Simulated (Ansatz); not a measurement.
Take MoTe₂ (space group P6_3/mmc, No. 194; a = 3.434 Å, c = 13.329 Å; layered, stacked along the Cartesian z axis) as the base.

All numbers come from PBEsol-D3(BJ)/PAW in Ansatz (a first-principles code), no spin-orbit coupling.

Base values:

The pressure comes out as 0.0 GPa and the band gap comes out as 0.33 eV.

Now apply this change: every lattice vector is shortened by 2.40 %, atoms relaxed at fixed cell.

### Question
What does the calculation give for the largest internal atomic displacement, pressure, band gap and energy relative to the base after the change?

### Answer
The largest internal atomic displacement amounts to 0.059 Å; the pressure (mean of the normal stresses, compression positive) goes from zero to 5.8 GPa; the band gap changes from 0.33 eV to zero; the energy goes up by 27 meV/atom.

Spin-orbit coupling, missing from the scalar runs, can matter with Te. The cells carry an imposed strain or load. Stability against distortions was not tested. All final runs are without spin polarisation. A zero or small gap of MoTe2 under isotropic strain −2.40 % can be the functional's error rather than a property of the material.
